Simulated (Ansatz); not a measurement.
# A computed series for Li: element substitutions

Base system: Li in the bcc (W type) structure (space group Im-3m, No. 229).

```yaml
crystal:
  lattice:
    - [-1.73873, 1.73873, 1.73873]
    - [1.73873, -1.73873, 1.73873]
    - [1.73873, 1.73873, -1.73873]
  atoms:
    - { symbol: Li, position: [0.00000, 0.00000, 0.00000] }
```

Each row replaces one element on all its sites; cell and atoms are relaxed.

The values are results of DFT with r2SCAN, PAW potentials and a 500 eV plane-wave cutoff in Ansatz (a first-principles code), no SOC, not measurements.

Base values:

| Quantity | Value |
|---|---|
| Volume per atom | 21.03 Å³ |

### Question
The aim is a volume per atom between 7.58 Å³ and 8.11 Å³. Which of these changes reaches it?
A. Li → Cs
B. Li → B
C. Li → Be
D. Li → Mg

### Answer
C, Li → Be. It gives 7.81 Å³; Li → B gives 6.03 Å³; Li → Cs gives 123.05 Å³; Li → Mg gives 22.53 Å³. Changes not listed may reach it too

Whether these cells are dynamically stable was not tested. As relaxed here, B is a hypothetical phase, not in the database extracts checked. For Be and Mg in this form, whether it has been made was not checked. All final runs are without spin polarisation. This is not the structure that Be has at room temperature and ambient pressure. This is not the structure that Mg has at room temperature and ambient pressure.
